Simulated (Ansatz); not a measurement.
An Ansatz (a first-principles code) input (plane-wave PAW DFT at the PBE level (Ansatz, 420 eV), no SOC):

Ansatz 0.2 input:
```yaml
crystal:
  lattice:
    - [4.2346077565, 0, 0]
    - [-2.1173038783, 3.6672778922, 0]
    - [0, 0, 10.3811532747]
  atoms:
    - { symbol: Sb, position: [0, 0, 0.7417360335] }
    - { symbol: P, position: [0.3333333333, 0.6666666667, 0.4177761661] }
    - { symbol: Sb, position: [0.6666666667, 0.3333333333, 0.092259728] }
    - { symbol: Ga, position: [0, 0, 0.9989664189] }
    - { symbol: Ga, position: [0.3333333333, 0.6666666667, 0.6475516854] }
    - { symbol: Ga, position: [0.6666666667, 0.3333333333, 0.351709968] }
basis: { ecutwfc: 420, ecutrho_ratio: 4, xc_grid: 2, fft_grid_basis: typed }
kpoints: { mp_grid: { grid: [13, 13, 5] } }
hamiltonian:
  xc: pbe
  dispersion: none
  pseudopotentials: { kind: paw }
scf: { occupations: { method: fermi_dirac, width: 0.05 }, convergence: { dr2_threshold: 0.0000000006 } }
output: { forces: true, stress: true }
checkpoint: { write: state.ck, write_every: 1000 }
```

Which symmetry and how many k-points will the program report, and about how many plane waves at Γ?

Space group P3m1 (ITA 156) with 6 operations, k-points 91 of 845, and 3185 plane waves at Γ.

These are small ordered cells, not random alloys; other orderings at the same x differ. Whether these cells are dynamically stable was not tested. The final runs are not spin-polarised. The cell was made from GaSb by this change: x(P) = 0.333, 6 atoms, P3m1.
